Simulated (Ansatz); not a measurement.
Start from Nb in the bcc (W type) structure (space group Im-3m, No. 229; a = 3.271 Å). Axes: x, y, z lie along the cube axes.

Level of theory: PBEsol (Ansatz, a first-principles code; PAW; 420 eV plane waves; spin-orbit coupling left out).

Base values:

* **Shortest interatomic distance**: 2.833 Å
* **Pressure**: 0.0 GPa

One thing is altered: the symmetric strain tensor [-0.0092 -0.0124 -0.0004; -0.0124 0.0042 -0.0115; -0.0004 -0.0115 0.0005], atoms relaxed at fixed cell.

Question: What does the calculation give for the shortest interatomic distance after the change?

Answer: The shortest interatomic distance decreases by 0.050 Å, from 2.833 Å to 2.783 Å.

Question: How does this affect the energy relative to the base?

Answer: The energy increases by 2.2 meV/atom.

Question: Estimate the effect on the pressure.

Answer: The pressure (mean of the normal stresses, compression positive) goes from zero to 1.0 GPa.

Without a gap, meshes like the base's 20×20×20 leave anisotropic stresses uncertain by several tenths of a GPa, and small strain energies with them. No phonon test of stability was made. All final runs are without spin polarisation.
